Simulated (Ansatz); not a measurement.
Short convergence ladders for LuH2 (I4mm, 3 atoms in the cell)

```yaml
crystal:
  lattice:
    - [0.00000, 2.50208, 2.50208]
    - [2.50208, 0.00000, 2.50208]
    - [2.50208, 2.50208, 0.00000]
  atoms:
    - { symbol: Lu, position: [0.00999, 0.00999, 0.99001] }
    - { symbol: H, position: [0.25000, 0.25000, 0.25000] }
    - { symbol: H, position: [0.75000, 0.75000, 0.75000] }
```

Base method: PBEsol, default PAW files made with PBE (plane waves; Ansatz, a program for electronic structure).

Base settings: basis.ecutwfc = 420 eV; kpoints.mp_grid.grid = 11 11 11; hamiltonian.xc = pbesol; hamiltonian.pseudopotentials = {kind: paw} (the program's default PAW files); scf.occupations.method = gaussian; scf.occupations.width = 0.1 eV.

**The width of Fermi-Dirac smearing**

In this ladder: kpoints.mp_grid.grid = 18 18 18; scf.occupations.method = fermi_dirac.

Narrow widths need finer meshes than wide ones, so the last steps can hold mesh noise.

Only quantities that move along the ladder and can be compared are tabulated; pressure and forces are left out, as mesh noise rules them at narrow widths.

```tsv
scf.occupations.width	free energy less the last step's (meV/atom)	energy extrapolated to zero width less the last step's (meV/atom)
1 eV	-370.94	77.19
0.5 eV	-79.60	1.92
0.3 eV	-27.91	-0.01
0.2 eV	-11.98	0.01
0.1 eV	-2.38	0.04
0.05 eV	0.00	0.00
```

Widest scf.occupations.width that holds the energy extrapolated to zero width within 0.5 meV/atom of the last step, with all finer ones: 0.3 eV; the step before is off by 1.9 meV/atom.

Widest scf.occupations.width that holds the free energy within 5 meV/atom of the last step, with all finer ones: 0.1 eV; the step before is off by 12 meV/atom.

The extrapolation to zero width removes most of the smearing's effect on the energy.

**The width of cold smearing**

In this ladder: kpoints.mp_grid.grid = 18 18 18; scf.occupations.method = cold.

Narrow widths need finer meshes than wide ones, so the last steps can hold mesh noise.

Only quantities that move along the ladder and can be compared are tabulated; pressure and forces are left out, as mesh noise rules them at narrow widths.

```tsv
scf.occupations.width	free energy less the last step's (meV/atom)
1 eV	-1.30
0.5 eV	0.51
0.3 eV	0.18
0.2 eV	0.06
0.1 eV	-0.03
0.05 eV	0.00
```

Widest scf.occupations.width that holds the free energy within 1 meV/atom of the last step, with all finer ones: 0.5 eV; the step before is off by 1.3 meV/atom.

On the base run: the starting cell comes from a database of computed structures (which also holds hypothetical and non-ambient phases and stackings), without a prior relaxation at this level. Its lattice was rescaled by up to half a per cent. One atom was moved a little off its site on purpose. Ansatz's pressure includes its estimate of the finite-basis (Pulay) stress.

Left out of this page: 4 runs of the series outside the window shown, repeating another row's setting, or not comparable.

Keys are those of Ansatz 0.2.
